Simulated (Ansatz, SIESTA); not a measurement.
## One structure in several programs: KMg₆Cd (Amm2, 8 atoms in the cell)

Self-consistent single point.

```yaml
crystal:
  lattice:
    - [5.28674, 0.00000, 0.00000]
    - [0.00000, 3.36043, 5.74281]
    - [0.00000, -3.36043, 5.74281]
  atoms:
    - { symbol: K, position: [0.00000, 0.83158, 0.83158] }
    - { symbol: Mg, position: [0.00000, 0.33561, 0.82843] }
    - { symbol: Mg, position: [0.00000, 0.82843, 0.33561] }
    - { symbol: Mg, position: [0.00000, 0.33673, 0.33673] }
    - { symbol: Mg, position: [0.50000, 0.18714, 0.65690] }
    - { symbol: Mg, position: [0.50000, 0.65690, 0.18714] }
    - { symbol: Mg, position: [0.50000, 0.16693, 0.16693] }
    - { symbol: Cd, position: [0.50000, 0.65669, 0.65669] }
```

Shared settings, as Ansatz (a quantum-chemistry and plane-wave program) writes them: kpoints.mp_grid.grid = 4 3 3; magnetization.spin_orbit = true; scf.occupations.method = gaussian; scf.occupations.width = 0.05 eV. Potentials and cutoffs stand in the table.

```
code                                                                                                                                                               model  pressure (GPa)  largest force (eV/Å)       cutoff
------  ----------------------------------------------------------------------------------------------------------------------------------------------------------------  --------------  --------------------  -----------
SIESTA  GGA PBEsol with spin-orbit coupling, numerical atomic orbitals DZP, PseudoDojo PBEsol fully relativistic norm-conserving potentials (rewritten from UPF to PSML)               –                 0.156  grid 350 Ry
Ansatz                                                                                                          PBEsol with spin-orbit coupling, PAW files made with PBE           -0.32                 0.063       420 eV
```

Size of the force on each atom (eV/Å): Sizes of forces hide their directions.

| code | K1 | Mg2 | Mg3 | Mg4 | Mg5 | Mg6 | Mg7 | Cd8 |
|---|---|---|---|---|---|---|---|---|
| SIESTA | 0.119 | 0.109 | 0.109 | 0.019 | 0.156 | 0.156 | 0.052 | 0.097 |
| Ansatz | 0.063 | 0.041 | 0.041 | 0.047 | 0.063 | 0.063 | 0.027 | 0.004 |

A dash marks a value that a program does not give, or that is left out as unsure.

The spread over the programs that give each value: largest force within 0.093 eV/Å.

SIESTA uses small atom-centred bases, whose incompleteness enters pressures, forces and empty levels differently from a plane-wave cutoff.

The starting cell comes from a database of computed structures (which also holds hypothetical and non-ambient phases and stackings), without a prior relaxation at this level. Its lattice was rescaled by a random factor within 2.5 % of one.

Keys are those of Ansatz 0.2.
